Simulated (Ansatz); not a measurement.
## A computed series for Mg: response to strain

Base system: Mg in the hcp (Mg type) structure (space group P6_3/mmc, No. 194; relaxed with 0.1 eV smearing).

```
Mg
1.0
    3.17512     0.00000     0.00000
   -1.58756     2.74974     0.00000
    0.00000     0.00000     5.16281
Mg
2
Direct
  0.66667   0.33333   0.25000
  0.33333   0.66667   0.75000
```

Cartesian axes are those of the cell as printed.

Strains are applied to the cell and any free atomic positions relax.

All numbers come from PBEsol (Ansatz, a program for electronic structure; PAW; 420 eV plane waves; no spin-orbit coupling).

Notes on the quantities. energy relative to the base: free energy F.

```csv
uniaxial strain ε_xx (%),energy relative to the base (meV/atom)
-3,4.7
-2.5,3.2
-2,?
-1.5,1.1
-1,0.5
-0.5,0.1
0,0.0
```

Task: Fit ΔE = Aε² + Bε³ (ε in %) to the rows shown and predict the withheld row.

Result: Least squares on the printed values gives A = 0.462 and B = -0.020 meV/atom (largest residual 0.0 meV/atom); this predicts 2.0 meV/atom, and the run gives 2.0 meV/atom, in agreement.

Stability against distortions was not tested.
